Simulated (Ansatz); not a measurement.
Consider the formation energy of KTaO3 (cubic perovskite, Pm-3m) from the elements. Reaction: Ta (bcc) + K (bcc) + 3/2 O2 (gas) → KTaO3 (cubic perovskite). Negative: the products are lower in energy. The value is per atom of the solid.

KTaO3 (cubic perovskite, Pm-3m), 5 atoms in the cell, k-point mesh 8×8×8 on the run's own vectors.
```xyz
5
Lattice="4.0232 0.0000 0.0000 0.0000 4.0232 0.0000 0.0000 0.0000 4.0232" Properties=species:S:1:pos:R:3 pbc="T T T"
K      2.0116     2.0116     2.0116
Ta     0.0000     0.0000     0.0000
O      0.0000     2.0116     0.0000
O      2.0116     0.0000     0.0000
O      0.0000     0.0000     2.0116
```

Ta (bcc, Im-3m), 1 atom in the cell, k-point mesh 26×26×26 on the run's own vectors. Conventional cell: a = b = c = 3.321 Å, α = β = γ = 90.00°.

K (bcc, Im-3m), 1 atom in the cell, k-point mesh 16×16×16 on the run's own vectors. Conventional cell: a = b = c = 5.2794 Å, α = β = γ = 90.00°.

An isolated O2 molecule (triplet) in a box of 11 × 11 × 13 Å.

Computed with Ansatz (plane waves, PAW), its PAW set soft_1, cutoff 420 eV. The structures are at rest with PBE; other levels are single points on them. HSE06 runs on coarser k-point meshes, mended by the PBE difference between the two meshes. Some cells are metallic or hold partly filled levels, where a hybrid on a coarse mesh is less sure. Neutral cells; Fermi-Dirac smearing of at most 0.10 eV in the solids, energies taken to zero width. The lattices are those relaxed with PBE, so at other levels the solids can be strained, which adds to the spread. A dispersion term (D3(BJ), or D4 for r2SCAN) was computed beside these levels and is taken off wherever the name lacks it. Space groups of crystals are read within 0.01 Å. Static lattices, no vibrational contributions. No structure search was made; lower ones may exist. The runs are scalar-relativistic, without spin-orbit coupling.

**Question.** Give the value at the level PBE.

**Answer.** -2.66 eV/atom, for Ta (bcc) + K (bcc) + 3/2 O2 (gas) → KTaO3 (cubic perovskite).

**Question.** How does the value move with the functional?

**Answer.** 
| Method | value (eV/atom) | less PBE |
|---|---|---|
| HSE06 | -2.75 | -0.09 |

The levels shown span 0.09 eV/atom, from HSE06 (-2.75) to PBE (-2.66).

Ansatz is an electronic-structure program.
